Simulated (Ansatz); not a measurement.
The starting structures come from a database of crystals and need not be the phases stable at ambient conditions.

 Where the default PAW files enter, the runs use the earlier of Ansatz's two default sets.

Evanescent states of BaZnAsF (P4/nmm, not sure to be the ambient phase, 8 atoms a cell, 22.2 Å³ an atom, -2 GPa at this level) along the normal of (100)

Level of theory: r2SCAN (plane waves, PAW; Ansatz, an electronic-structure program).

The gap is the functional's own. No spin-orbit coupling. Mid-gap values are interpolated on the energy grid.

Energies count from the valence-band top; κ is the least over a 8×4 mesh across the current.

```
E (eV)     κ (1/Å)  where
------  ----------  -----
0.03         0.032      Γ
0.07         0.054      Γ
0.12    (withheld)      Γ
0.17    (withheld)      Γ
0.23    (withheld)      Γ
0.28    (withheld)      Γ
0.33    (withheld)      Γ
0.38    (withheld)      Γ
0.42    (withheld)      Γ
0.47         0.056      Γ
0.53         0.037      Γ
```

Problem. Complete the blanks.

Solution. 
- 0.12, κ (1/Å): 0.069
- 0.17, κ (1/Å): 0.081
- 0.23, κ (1/Å): 0.090
- 0.28, κ (1/Å): 0.097
- 0.33, κ (1/Å): 0.090
- 0.38, κ (1/Å): 0.081
- 0.42, κ (1/Å): 0.070
